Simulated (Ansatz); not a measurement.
PBE against r2SCAN: Sn

Consider Sn (space group I4_1/amd, No. 141; a = 5.947 Å, c = 3.212 Å).

(Cell as relaxed with PBE.)

Levels (all Ansatz, a program for electronic structure, PAW, earlier PAW set): PBE (420 eV, spin-orbit coupling left out); r2SCAN (500 eV, no SOC).

Each level relaxes its own structure.

| quantity | PBE | r2SCAN |
|---|---|---|
| volume per atom | 28.40 Å³ | [?] |
| lattice parameter a | 5.947 Å | [?] |
| lattice parameter c | 3.212 Å | [?] |
| band gap | zero | [?] |

**Question.** Predict the r2SCAN column.

**Answer.** 
- volume per atom, r2SCAN: 27.60 Å³
- lattice parameter a, r2SCAN: 5.888 Å
- lattice parameter c, r2SCAN: 3.185 Å
- band gap, r2SCAN: zero

PBE's volume per atom lies 0.80 Å³ above r2SCAN's (2.9 %); PBE's lattice parameter a lies 0.059 Å above r2SCAN's (1.0 %); PBE's lattice parameter c lies 0.0277 Å above r2SCAN's (0.9 %); the two agree on the band gap. Neither level is exact; r2SCAN is the comparison here, not a measurement.

No phonon test of stability was made.
